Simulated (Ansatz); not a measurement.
Here is the system:

```xyz
2
Lattice="0.0000 2.5910 2.6299 2.5910 0.0000 2.6299 2.5910 2.5910 0.0000" Properties=species:S:1:pos:R:3 pbc="T T T"
Mg     0.0000     0.0000     0.0000
S      2.5910     2.5910     2.6299
```

No spin polarisation.

Method: Ansatz (a first-principles code), PBEsol, PAW, cutoff 420 eV, no spin-orbit coupling. k-mesh 11×11×11 (Γ-centred); smearing 0.05 eV (Fermi–Dirac).

Q: Predict the smallest direct gap, gap character and pressure.

A: Smallest direct gap: 3.53 eV
Gap character: indirect, Γ → X
Pressure (mean of the normal stresses, compression positive): -1.09 GPa

The cells carry an imposed strain or load. Whether these cells are dynamically stable was not tested. The cell was made from MgS in the rock salt structure (space group Fm-3m, No. 225) by this change: uniaxial strain ε_zz = +1.50 %.
